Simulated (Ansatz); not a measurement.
System: Ca(OH)2 (P-3m1, No. 164). Method: LDA (plane waves, PAW; Ansatz, a first-principles code).

Settings: plane-wave cutoff 520 eV, 12×12×8 k mesh (along the axes of the cell as run), Fermi–Dirac smearing 0.01 eV, scalar-relativistic PAW data made under PBE.

Equation-of-state points:

| V (Å³/atom) | E − E_lowest (meV/atom) |
|---|---|
| 9.397 | 2.66 |
| 9.593 | 0.62 |
| 9.788 | 0.00 |
| 9.984 | 0.59 |
| 10.180 | 2.20 |

**Question.** What bulk modulus B0 and pressure derivative B′ does a third-order Birch–Murnaghan fit give?

**Answer.** V0 = 9.786 Å³/atom, B0 = 49.4 GPa, B′ = 7.2 (fit to the energies at full precision).

Shape and atoms are relaxed at each volume.

Note: the relaxation could not lower the start's symmetry, so the cell can be a saddle point above a distorted one; the volume lies 11 % below that of the published cell; the bulk modulus comes from volumes at which shape and atoms were relaxed.

Static lattice: no zero-point or thermal effects.

Cost on a shared machine: very roughly 4 core-minutes.
